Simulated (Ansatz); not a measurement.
## Response to strain in Ag

The reference is Ag in the fcc (Cu type) structure (space group Fm-3m, No. 225; a = 4.054 Å; relaxed with 0.1 eV smearing). Axes: x, y, z lie along the cube axes.

Strains are applied to the cell and any free atomic positions relax.

All numbers come from PBEsol/PAW in Ansatz (a first-principles code), no spin-orbit coupling.

Notes on the quantities. pressure: mean of the normal stresses, compression positive; energy relative to the base: free energy F.

```tsv
change	volume per atom	pressure	energy relative to the base
base	16.65 Å³	0.0 GPa	0 meV/atom
uniaxial strain ε_zz = −3.00 %	16.15 Å³	4.0 GPa	?
uniaxial strain ε_zz = −2.50 %	16.24 Å³	?	+5.0 meV/atom
uniaxial strain ε_zz = −2.00 %	16.32 Å³	?	+3.2 meV/atom
uniaxial strain ε_zz = −1.50 %	16.40 Å³	1.9 GPa	+1.8 meV/atom
uniaxial strain ε_zz = −1.00 %	16.49 Å³	1.2 GPa	+0.8 meV/atom
uniaxial strain ε_zz = +0.50 %	16.74 Å³	-0.6 GPa	+0.2 meV/atom
uniaxial strain ε_zz = +1.50 %	16.90 Å³	-1.7 GPa	?
uniaxial strain ε_zz = +2.00 %	16.99 Å³	-2.2 GPa	+2.9 meV/atom
uniaxial strain ε_zz = +3.00 %	17.15 Å³	-3.2 GPa	+6.4 meV/atom
```

Task: Fill in the withheld entries from the trend.

Result: 
- uniaxial strain ε_zz = −3.00 %, energy relative to the base: +7.2 meV/atom
- uniaxial strain ε_zz = −2.50 %, pressure: 3.3 GPa
- uniaxial strain ε_zz = −2.00 %, pressure: 2.6 GPa
- uniaxial strain ε_zz = +1.50 %, energy relative to the base: +1.6 meV/atom

Whether these cells are dynamically stable was not tested.
